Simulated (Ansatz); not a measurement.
These are PBE (plane waves to 420 eV, PAW; Ansatz, a program for electronic structure) values and carry that method's errors.

Plane-averaged electrostatic potential energy along the normal, in eV from the Fermi level, for Cl on the 1x1 (110) surface of bcc Mo, one in a 2x2 cell, started at the site 'hollow Mo-Mo-Mo':

(z (Å), V (eV)): (5.49, 4.55); (5.78, 4.54); (6.07, 4.54); (6.36, 4.53); (6.64, 4.51); (6.93, 4.46); (7.22, 4.38); (7.51, 4.22); (7.80, 3.89); (8.09, 3.25); (8.38, 2.02); (8.67, -0.42); (8.96, -5.93); (9.24, -14.58); (9.53, -21.60); (9.82, -22.85); (10.11, -17.68); (10.40, -9.25); (10.69, -3.50); (10.98, -4.31); (11.27, -11.28); (11.56, -19.59); (11.84, -23.59); (12.13, -20.85); (12.42, -12.96); (12.71, -4.99); (13.00, -2.10); (13.29, -5.06); (13.58, -13.04); (13.87, -20.86); (14.16, -23.51); (14.44, -19.45); (14.73, -11.10); (15.02, -4.12); (15.31, -3.16); (15.60, -8.62); (15.89, -17.11); (16.18, -22.70); (16.47, -22.04); (16.76, -15.50); (17.04, -6.96); (17.33, -1.49); (17.62, -0.11); (17.91, -0.32); (18.20, -0.36); (18.49, 0.41); (18.78, 1.96); (19.07, 3.48); (19.36, 4.09); (19.64, 4.31); (19.93, 4.39); (20.22, 4.43); (20.51, 4.44); (20.80, 4.44); (21.09, 4.45); (21.38, 4.45); (21.67, 4.45); (21.96, 4.45); (22.24, 4.45); (22.53, 4.45)

Model: 17-atom slab, 6.5 Å thick at the start under the adsorbate (thin: gaps and levels are the slab's own), 6x6x1 mesh, Fermi-Dirac 0.1 eV, dipole correction, 8 atoms held, the rest relaxed; held to the start's symmetry, so lower structures may exist; no spin, no spin-orbit, no U, no dispersion correction. At the end it is bonded to 3 Mo. In PBE it is, or lies within 0.03 eV of, the lowest of the starts that converged.

The vacuum level lies 4.45 eV above the Fermi level over the top face and 4.55 eV above it under the bottom face.
